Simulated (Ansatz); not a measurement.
Consider the following.

```xyz
4
Lattice="4.2467 0.0000 0.0000 2.1233 3.6777 0.0000 0.0000 0.0000 7.2166" Properties=species:S:1:pos:R:3 pbc="T T T"
Cd     4.2467     2.4518    -0.0288
Cd     2.1233     1.2259     3.5795
Se     4.2467     2.4518     4.5407
Se     2.1233     1.2259     0.9324
```

No spin polarisation.

Level of theory: r2SCAN (Ansatz, a quantum-chemistry and plane-wave program), no spin-orbit coupling. k-mesh 9×9×5 (Γ-centred); smearing 0.05 eV (Fermi–Dirac).

Task: Estimate the band gap.

Result: 1.05 eV.

Task: What gap character does the calculation give?

Result: Direct at Γ.

Task: What is the computed valence-band top at Γ (three highest levels, from the VBM)?

Result: 0.00, 0.00, -0.24 eV.

The cells carry an imposed strain or load. Stability against distortions was not tested. The cell was made from CdSe in the wurtzite structure (space group P6_3mc, No. 186) by this change: biaxial strain −2.15 %, plane normal [001], relaxed out of plane.
